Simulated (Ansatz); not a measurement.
## Band gap of SnC (model structure, started from the BN type, Pm-3n, No. 223, 12 atoms in the cell) at several levels of theory

No measured value is used here.

```csv
level (code),value (eV),cell (Å³/atom)
LDA (Ansatz),0.98,19.22
PBE (Ansatz),0.80,20.27
PBEsol (Ansatz),0.91,19.67
PBE-D3(BJ) (Ansatz),0.89,19.89
```

Computed values are for a static lattice. Levels without +SOC have no spin–orbit coupling; where heavier elements are present it shifts gaps, mostly down, and can invert bands.  Each level is taken at its own relaxed cell. Ansatz's density-functional and Hartree–Fock values are scalar-relativistic unless marked +SOC, with PAW data made under PBE.

A model structure was made by putting elements into a prototype or built by hand; it is no filed structure, need not be a known phase, and can be a saddle point held by its symmetry.

Ansatz is a quantum-chemistry and plane-wave program.
